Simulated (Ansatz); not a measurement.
Here is the system:

```yaml
crystal:
  lattice:
    - [3.95556, 0.00000, 0.00000]
    - [0.00000, 3.95556, 0.00000]
    - [0.00000, 0.00000, 8.40213]
  atoms:
    - { symbol: La, position: [0.00000, 0.50000, 0.85459] }
    - { symbol: La, position: [0.50000, 0.00000, 0.14541] }
    - { symbol: Ag, position: [0.50000, 0.50000, 0.50000] }
    - { symbol: Ag, position: [0.00000, 0.00000, 0.50000] }
    - { symbol: S, position: [0.00000, 0.50000, 0.30368] }
    - { symbol: S, position: [0.50000, 0.00000, 0.69632] }
    - { symbol: O, position: [0.00000, 0.00000, 0.00000] }
    - { symbol: O, position: [0.50000, 0.50000, 0.00000] }
```

No spin polarisation.

Calculations: PBEsol, PAW, 420 eV (Ansatz, a program for electronic structure; without spin-orbit coupling). Γ-centred 8×8×4 mesh, Fermi–Dirac width 0.05 eV.

Task: Predict the band gap.

Result: 1.47 eV.

Task: Estimate the valence-band top at Γ (three highest levels, from the VBM).

Result: 0.00, 0.00, -0.75 eV.

Task: What is the computed electron mass?

Result: 0.36 mₑ along c, 0.31 mₑ across (at Γ).

Task: Estimate the gap character.

Result: Direct at Γ.

Load acts through the strain it causes; cell and atoms are relaxed under it. Effective masses come from finite differences of ±0.01 Å⁻¹. Whether these cells are dynamically stable was not tested. No other phases were tried under pressure. The cell was made from LaAgSO (space group P4/nmm, No. 129) by this change: pressure 9 GPa.
